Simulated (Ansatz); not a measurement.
Cell of rock-salt TaC (1 1 1) on wurtzite ZnO (1 0 0) (film strained to the substrate, started from cuts of the bulks and a machine-learned relaxation; slabs Zn10O10 and C8Ta8, which can lie off the formulas), relaxed at this level with a, b, gamma of the cell held:

```xyz
36
Lattice="5.2927 0.0012 0.1154 0.0002 3.2793 -0.0598 1.4419 -1.2965 25.4492" Properties=species:S:1:pos:R:3 pbc="T T T"
Zn     3.0040     1.1770     2.0628
Zn     5.5093    -0.4829     1.1135
O      5.0032     1.1757     2.1096
O      2.3997    -0.4815     1.0454
Zn     2.9191    -0.4018     4.9552
Zn     5.6050     1.2201     4.0586
O      4.9179    -0.4039     4.9360
O      2.3117     1.2186     3.8847
Zn     2.8041     1.2943     7.7801
Zn     5.4895    -0.3619     6.9052
O      4.8040     1.2933     7.7188
O      2.2012    -0.3642     6.7762
Zn     2.6961    -0.2955    10.6590
Zn     5.3722     1.3324     9.6910
O      4.6829    -0.2922    10.5345
O      2.0842     1.3262     9.6061
Zn     2.5477     1.3863    13.4439
Zn     5.2233    -0.2531    12.5552
O      4.4535     1.3967    13.1074
O      1.9152    -0.2733    12.4865
C      2.1691     1.3045    15.4750
C      4.8503    -0.3345    15.6117
C      5.6761     1.3406    18.0350
C      3.0402    -0.2979    17.9989
C      3.8964     1.3872    20.5075
C      1.2518    -0.2528    20.4928
C      2.1438     1.4357    23.0636
C      4.7231    -0.2022    23.2246
Ta     1.3538    -0.3120    16.4807
Ta     4.0049     1.3243    16.4998
Ta     4.7959    -0.2807    19.2446
Ta     2.1476     1.3593    19.1529
Ta     3.0155    -0.2269    21.8378
Ta     5.6297     1.4132    21.8630
Ta     6.5301    -0.1822    24.2896
Ta     3.8679     1.4605    24.3987
```

Level of theory: PBE (plane waves to 420 eV, PAW; Ansatz, an electronic-structure program). No spin–orbit coupling; the runs are not spin-polarised. Its k-point mesh 6×10×1, Fermi–Dirac width 0.05 eV.

Problem. Give the plane-averaged electrostatic potential energy of an electron along the normal (the smooth PAW potential), about its mean over the cell.

Solution. (z (Å), V (eV)): (0.000, 5.93); (0.282, 5.92); (0.423, 4.61); (0.705, 1.33); (0.846, 0.08); (1.128, -0.73); (1.269, -0.59); (1.551, -0.54); (1.692, -0.51); (1.974, -0.57); (2.115, -0.06); (2.397, 2.69); (2.538, 4.59); (2.820, 7.66); (2.961, 8.20); (3.243, 6.70); (3.385, 4.87); (3.667, 1.46); (3.808, 0.37); (4.090, -0.47); (4.231, -0.82); (4.513, -1.06); (4.654, -1.04); (4.936, 0.11); (5.077, 1.30); (5.359, 4.81); (5.500, 6.60); (5.782, 8.46); (5.923, 8.33); (6.205, 5.58); (6.346, 3.77); (6.628, 0.97); (6.769, 0.35); (7.051, -0.33); (7.192, -0.65); (7.474, -0.45); (7.615, -0.14); (7.897, 1.70); (8.038, 3.24); (8.320, 6.80); (8.461, 7.98); (8.743, 8.70); (8.884, 7.85); (9.166, 4.47); (9.307, 2.84); (9.589, 0.88); (9.730, 0.47); (10.013, -0.42); (10.154, -0.32); (10.436, 0.39); (10.577, 1.14); (10.859, 3.76); (11.000, 5.54); (11.282, 8.24); (11.423, 9.04); (11.705, 8.45); (11.846, 7.00); (12.128, 3.42); (12.269, 1.95); (12.551, -0.58); (12.692, -1.38); (12.974, -1.10); (13.115, -0.04); (13.397, 2.52); (13.538, 4.00); (13.820, 7.01); (13.961, 8.20); (14.243, 10.36); (14.384, 10.92); (14.666, 10.48); (14.807, 9.45); (15.089, 4.69); (15.230, 1.68); (15.512, -3.34); (15.653, -4.86); (15.935, -6.99); (16.076, -8.36); (16.358, -11.02); (16.500, -10.97); (16.782, -7.43); (16.923, -4.70); (17.205, 0.06); (17.346, 1.15); (17.628, -0.31); (17.769, -1.76); (18.051, -3.16); (18.192, -3.18); (18.474, -4.07); (18.615, -5.80); (18.897, -10.48); (19.038, -11.89); (19.320, -10.87); (19.461, -8.67); (19.743, -3.57); (19.884, -2.04); (20.166, -2.07); (20.307, -2.76); (20.589, -2.73); (20.730, -2.04); (21.012, -2.08); (21.153, -3.65); (21.435, -8.73); (21.576, -10.85); (21.858, -11.62); (21.999, -10.07); (22.281, -5.09); (22.422, -2.98); (22.704, -2.04); (22.845, -2.75); (23.128, -4.09); (23.269, -4.10); (23.551, -4.34); (23.692, -5.42); (23.974, -9.36); (24.115, -10.78); (24.397, -10.20); (24.538, -8.21); (24.820, -2.60); (24.961, 0.21); (25.243, 4.64)
